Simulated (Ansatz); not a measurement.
System: L1₀ (CuAu-type) CuAu. Method: PBE-D3(BJ) (Ansatz, a program for electronic structure, plane waves, PAW).

Run with plane-wave cutoff 520 eV, 20×20×16 k mesh (along the axes of the cell as run), Fermi–Dirac smearing 0.05 eV, no spin polarisation, scalar-relativistic PAW data made under PBE.

Shape and atoms are relaxed at each volume.

Pressure at four volumes; x = ln(V/14.333 Å³). One pressure is withheld.

```csv
V (Å³/atom),x,P (GPa)
13.760,-0.0408,7.44
14.333,0.0000,0.00
14.620,0.0198,-3.07
14.907,0.0393,?
```

### Question
Pass a parabola P(x) through the three rows shown, estimate the bulk modulus and its pressure derivative near zero pressure, and predict the withheld pressure.

### Answer
Slopes between the rows: (0.00 − (7.44))/(0.0000 − (-0.0408)) = -182.35 and (-3.07 − (0.00))/(0.0198 − (0.0000)) = -155.05 GPa. Their difference over the span 0.0606 is c = 27.30/0.0606 = 450.5 GPa, so P(x) = 7.44 + (-182.35)(x − (-0.0408)) + 450.5 (x − (-0.0408))(x − (0.0000)). At the middle row B = −dP/dx = −[-182.35 + 450.5 × 0.0408] = 164.0 GPa, and B′ = dB/dP = 2c/B = 5.5. At x = 0.0393 the parabola gives -5.75 GPa; the run gives -5.76 GPa. The Birch–Murnaghan fit to the energies at all volumes has B0 = 163 GPa and B′ = 5.4.

Note: the bulk modulus comes from volumes at which shape and atoms were relaxed.

Spin–orbit coupling is not included; it can shift volumes and moduli of such heavy elements.
